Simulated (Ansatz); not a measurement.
The parent structure is MgTe in the zinc blende structure (space group F-43m, No. 216; a = 6.439 Å). Axes: x, y, z lie along the cube axes.

Calculations: PBEsol (Ansatz, an electronic-structure program; PAW; 420 eV plane waves; no spin-orbit coupling).

For the base:

The band gap is 2.35 eV.

Modification: biaxial strain +1.50 %, plane normal [001], relaxed out of plane (Cartesian); in-plane vectors clamped, the third vector and the atoms free.

### Question
Predict the new energy relative to the base.

### Answer
The energy goes up by 1.5 meV/atom.

### Question
How does this affect the ratio −ε⊥/ε∥?

### Answer
The ratio −ε⊥/ε∥ amounts to 1.44.

### Question
What does the calculation give for the band gap after the change?

### Answer
The band gap shrinks by 0.103 eV to 2.24 eV.

With Te present, leaving out spin-orbit coupling can change the band edges. Whether these cells are dynamically stable was not tested.
